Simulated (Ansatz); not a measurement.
Input and output of a self-consistent single point for Ca (Fm-3m, 1 atom in the cell) (Ansatz, a program for electronic structure).

Method of the run: PBEsol, default PAW files made with PBE (plane waves; Ansatz).

The change in words: lattice scaled by 0.98; basis.ecutrho_ratio: default → 16. Reference geometry:
```yaml
crystal:
  lattice:
    - [0.00000, 2.79837, 2.79837]
    - [2.79837, 0.00000, 2.79837]
    - [2.79837, 2.79837, 0.00000]
  atoms:
    - { symbol: Ca, position: [0.00000, 0.00000, 0.00000] }
```

Reference input (self-consistent single point, DFT, PBEsol, plane waves, default PAW files made with PBE): basis.ecutwfc = 420 eV; kpoints.mp_grid.grid = 10 10 10; hamiltonian.xc = pbesol; hamiltonian.pseudopotentials = {kind: paw} (the program's default PAW files); scf.occupations.method = gaussian; scf.occupations.width = 0.1 eV. This run's input differs from it in these lines:

Ansatz 0.2 input:
```diff
@@ -2,5 +2,5 @@
   lattice:
-    - [0.000000, 2.798370, 2.798370]
-    - [2.798370, 0.000000, 2.798370]
-    - [2.798370, 2.798370, 0.000000]
+    - [0.000000, 2.742403, 2.742403]
+    - [2.742403, 0.000000, 2.742403]
+    - [2.742403, 2.742403, 0.000000]
   atoms:
@@ -9,2 +9,3 @@
   ecutwfc: 420.0 eV
+  ecutrho_ratio: 16
 kpoints:
```

Log, with long lists cut:

```
SCF iter   1: F=—  HF=-1793.737146 eV  |F-HF|=—  |Δ(HF+E_count)|=         —  Δρ=2.12e-3  dr2=1.89e-3  ethr=1.77e-3  ⟨swp⟩=5.5  Hψ=3357  notcnv=0
all-band conjugate gradients solve this SCF's bands
preconditioner: auto → none
SCF iter   2: F=—  HF=-1793.736608 eV  |F-HF|=—  |Δ(HF+E_count)|=   5.38e-4  Δρ=1.01e-3  dr2=4.63e-4  ethr=1.89e-5  ⟨swp⟩=2.1  Hψ=982  notcnv=0
SCF iter   3: F=—  HF=-1793.736450 eV  |F-HF|=—  |Δ(HF+E_count)|=   1.58e-4  Δρ=1.45e-4  dr2=6.73e-6  ethr=4.63e-6  ⟨swp⟩=2.5  Hψ=649  notcnv=0
SCF iter   4: F=—  HF=-1793.736449 eV  |F-HF|=—  |Δ(HF+E_count)|=   1.19e-6  Δρ=2.05e-5  dr2=3.50e-7  ethr=6.73e-8  ⟨swp⟩=2.6  Hψ=586  notcnv=0
iter 5 did not close the SCF: its close was put off for the readings that it lacked (scf_convergence_deferred on its scf_iter line)
SCF iter   5: F=-1793.736449 eV  HF=-1793.736449 eV  |F-HF|=1.04e-8  |Δ(HF+E_count)|=   1.54e-7  Δρ=5.24e-6  dr2=2.14e-8  ethr=3.50e-9  ⟨swp⟩=2.6  Hψ=665  notcnv=0
SCF iter   6: F=-1793.736449 eV  HF=-1793.736449 eV  |F-HF|=1.59e-12  |Δ(HF+E_count)|=   6.12e-9  Δρ=2.37e-7  dr2=5.54e-12  ethr=2.14e-10  ⟨swp⟩=1.7  Hψ=1318  notcnv=0
SCF 1 converged in 6 iterations: F = -1793.736449 eV  dr2 = 5.54e-12
Free energy (F): -1793.736449 eV
Internal energy: -1793.729714 eV  (E = F + TS)
E sigma→0 (E₀):  -1793.733081 eV
Entropy (-TS):   -0.006734 eV (-6.734 meV/atom)
Fermi energy:    5.054059 eV
--- Forces (eV/Å), atoms counted from 1 ---
  atom   1  Ca     0.00000000     0.00000000     0.00000000
--- Stress (GPa, compression-positive) ---
       -0.283699       0.000000      -0.000000
        0.000000      -0.283699      -0.000000
       -0.000000      -0.000000      -0.283699
  P = ⅓ Tr σ = -0.2837 GPa (-2.837 kbar)
  The stress holds the Pulay correction. Without it, at fixed plane waves, as pw.x and ABINIT print it: P = -0.2846 GPa
```

The run converged in 6 iterations. Against the reference run the free energy drops by 12.5 meV/atom and the pressure goes from -1.23 to -0.28 GPa.

The starting cell has typed, rounded lattice constants, without a prior relaxation at this level. Its lattice was rescaled by up to half a per cent. For this run, on top of that: lattice scaled by 0.98. Ansatz's pressure includes its estimate of the finite-basis (Pulay) stress.
